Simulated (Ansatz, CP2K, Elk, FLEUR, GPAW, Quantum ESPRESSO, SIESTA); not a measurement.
Code comparison for MgAl2C2 (P-3m1, 5 atoms in the cell)

Self-consistent single point, at a second geometry (lattice scaled by 0.98). First geometry:

```xyz
5
Lattice="3.3469 0.0000 0.0000 -1.6735 2.8985 0.0000 0.0000 0.0000 5.7486" Properties=species:S:1:pos:R:3 pbc="T T T"
Mg     0.0000     0.0000     0.0000
Al     1.6735     0.9662     2.0121
Al     0.0000     1.9323     3.7365
C      0.0000     1.9323     1.5526
C      1.6735     0.9662     4.1960
```

Shared settings, as Ansatz (a program for electronic structure) writes them: kpoints.mp_grid.grid = 8 8 4; scf.occupations.method = fixed. Potentials and cutoffs stand in the table.

```tsv
code	model	ΔF from the first geometry (meV/atom)	largest force (eV/Å)	gap on the mesh (eV)	cutoff
Ansatz	PBEsol, default PAW files made with PBE	37.1	0.503	1.875	30.9 Ry
Elk	PBEsol, all-electron FP-LAPW, Elk's shipped species files, LAPW+lo basis	38.1	–	1.850	rgkmax 8
GPAW	PBEsol, GPAW PAW datasets PBEsol (made by gpaw-setup)	40.5	0.557	1.865	900 eV
Quantum ESPRESSO	PBEsol, GBRV 1.5 ultrasoft (PBESOL) pseudopotentials	37.2	0.507	1.871	40 Ry
CP2K	PBEsol, GPW, DZVP-MOLOPT-SR-GTH basis, GTH-PBE potentials (GTH_POTENTIALS)	42.3	0.331	1.869	grid 1000 Ry
SIESTA	GGA PBEsol, numerical atomic orbitals DZP, PseudoDojo PBEsol standard norm-conserving potentials (rewritten from UPF to PSML)	52.6	0.630	1.834	grid 400 Ry
FLEUR	PBEsol, all-electron FLAPW (FLEUR), scalar-relativistic valence	37.8	–	1.876	Kmax 4.3 1/bohr
```

A dash marks a value that a program does not give, or that is left out as unsure.

Gaps are read on the mesh.

The spread over the programs that give each value: ΔF from the first geometry within 15.5 meV/atom; largest force within 0.299 eV/Å; gap on the mesh within 0.042 eV.

CP2K and SIESTA use small atom-centred bases, whose incompleteness enters pressures, forces and empty levels differently from a plane-wave cutoff. Elk and FLEUR treat all electrons, but the usual bases taken here (sphere radii, linearisation, local orbitals, empty states) were not tested for convergence, so the values are no reference for the others. In the pressure, CP2K (by 1.74) and SIESTA (by 4.14) lie more than 1 GPa from the median of the plane-wave programs. In the force vectors, CP2K (by 0.175) and SIESTA (by 0.123) lie more than 0.08 eV/Å from the median of the plane-wave programs.

The starting cell comes from a database of computed structures (which also holds hypothetical and non-ambient phases and stackings), without a prior relaxation at this level. Its lattice was rescaled by a random factor within 2.5 % of one. For this run, on top of that: lattice scaled by 0.98.

Left out of this page: ABINIT (with a known weakness of the program).

Keys are those of Ansatz 0.2.
